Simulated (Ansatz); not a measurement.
# What pressure 50 GPa does to TiS2

Base system: TiS$_{2}$ in the CdI2 type structure (space group P-3m1, No. 164; a = 3.361 Å, c = 5.523 Å; layered, stacked along the Cartesian z axis).

One thing is altered: cell and atoms relaxed at a pressure of 50 GPa.

Computed with PBE-D3(BJ), PAW, 420 eV (Ansatz, an electronic-structure program; without spin-orbit coupling), earlier PAW set. Settings: 16×16×9 k-points, 0.05 eV Fermi–Dirac smearing.

```csv
quantity,base,changed,shift
volume per atom,18.00 Å³,12.04 Å³,-5.96 Å³
density,3.44 g/cm³,5.15 g/cm³,+1.71 g/cm³
lattice parameter a,6.350 bohr,5.546 bohr,-0.8046 bohr
c/a ratio,1.643,1.650,+0.007
shortest interatomic distance,4.552 bohr,4.275 bohr,-0.2775 bohr
band gap,zero,zero,–
```

Final structure:

```yaml
crystal:
  lattice:
    - [2.93474, 0.00000, 0.00000]
    - [-1.46737, 2.54156, 0.00000]
    - [0.00000, 0.00000, 4.84280]
  atoms:
    - { symbol: Ti, position: [0.00000, 0.00000, 0.00000] }
    - { symbol: S, position: [0.33333, 0.66667, 0.30950] }
    - { symbol: S, position: [0.66667, 0.33333, 0.69050] }
```

Cost of the whole job for the changed cell (relaxation, final SCF and bands): very roughly 50 core-seconds.

Load acts through the strain it causes; cell and atoms are relaxed under it. Whether these cells are dynamically stable was not tested. Competing high-pressure phases were not computed. The base started in P3m1 and relaxed to P-3m1 at this level. All final runs are without spin polarisation. The zero or small gap of TiS2 can change with the level of theory.
